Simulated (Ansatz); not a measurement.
## Habitual settings against a tight run: LaGe5 (Immm, 6 atoms in the cell)

Self-consistent single point.

```xyz
6
Lattice="-2.0159 3.2007 5.0701 2.0159 -3.2007 5.0701 2.0159 3.2007 -5.0701" Properties=species:S:1:pos:R:3 pbc="T T T"
La     0.0000     0.0000     0.0000
Ge     0.0000     1.2633     3.3130
Ge     2.0159     1.9374     1.7571
Ge     2.0159     1.9374    -1.7571
Ge     0.0000     1.2633     6.8272
Ge     0.0000     3.2007     0.0000
```

Level of theory: LDA (PW92), PAW files made with PBE (plane waves; Ansatz, an electronic-structure program).

Base settings: basis.ecutwfc = 30.9 Ry; kpoints.mp_grid.grid = 7 7 7; hamiltonian.xc = lda; hamiltonian.pseudopotentials = {kind: paw} (the program's default PAW files); scf.occupations.method = gaussian; scf.occupations.width = 0.0073 Ry.

Tight run (finer mesh or higher cutoff; not a proven limit): basis.ecutwfc: 30.9 Ry → 43.4 Ry; kpoints.mp_grid.grid: 7 7 7 → 10 10 10; scf.convergence.dr2_threshold: default (1e-07 eV) → 1e-09 eV. It gave Fermi level (on the code's own zero) 10.46 eV; pressure -5.73 GPa; largest force (vector length) 0.087 eV/Å.

Quick runs, as changes from the base:
- A: the base itself
- B: basis.ecutwfc: 30.9 Ry → 15.4 Ry; kpoints.mp_grid.grid: 7 7 7 → 2 2 2
- C: kpoints.mp_grid.grid: 7 7 7 → 4 4 4
- D: basis.ecutwfc: 30.9 Ry → 18.4 Ry; kpoints.mp_grid.grid: 7 7 7 → 6 6 6; hamiltonian.xc: lda → pbesol; scf.occupations.method: gaussian → cold; scf.occupations.width: 0.0073 Ry → 0.0367 Ry; kpoints.mp_grid.shift: default → 0.5 0.5 0.5 [PBEsol]
- E: basis.ecutwfc: 30.9 Ry → 24.6 Ry; kpoints.mp_grid.grid: 7 7 7 → 6 6 6; scf.occupations.method: gaussian → cold; scf.occupations.width: 0.0073 Ry → 0.0147 Ry; scf.convergence.dr2_threshold: default (1e-07 eV) → 0.001 eV
- F: basis.ecutwfc: 30.9 Ry → 21.7 Ry; kpoints.mp_grid.grid: 7 7 7 → 8 8 8; scf.occupations.width: 0.0073 Ry → 0.0367 Ry; kpoints.mp_grid.shift: default → 0.5 0.5 0.5

Energies are extrapolated to zero smearing width, which holds to low order in the width alone.

Dashes: energy of D, another energy zero.

† marks runs with another functional, U, potentials or spin treatment: their distance from the tight run is not a convergence error alone.

The count of work is k-points × plane waves × bands × iterations; it is no time. 

Pressures in the table are Ansatz's without its Pulay estimate, at a fixed set of plane waves; the tight run's value above holds the estimate.

The starting cell comes from a database of computed structures (which also holds hypothetical and non-ambient phases and stackings), without a prior relaxation at this level. Its lattice was rescaled by a random factor within 2.5 % of one. In the base run, with a pressure of about -6 GPa the cell is away from its equilibrium volume at this level.

```csv
run,energy less tight (meV/atom),pressure less tight (GPa),largest miss in a force vector (eV/Å),count of work / tight
A,0.6,0.00,0.062,0.19
B,2564.1,-93.94,0.502,0.0042
C,15.7,0.07,0.112,0.059
D†,–,-22.89,0.086,0.062
E,11.6,-0.69,0.067,0.063
F,60.0,-3.84,0.007,0.20
```

Among the runs at the tight run's level, the energy misses run from 0.6 to 2564.1 meV/atom.

Keys are those of Ansatz 0.2.
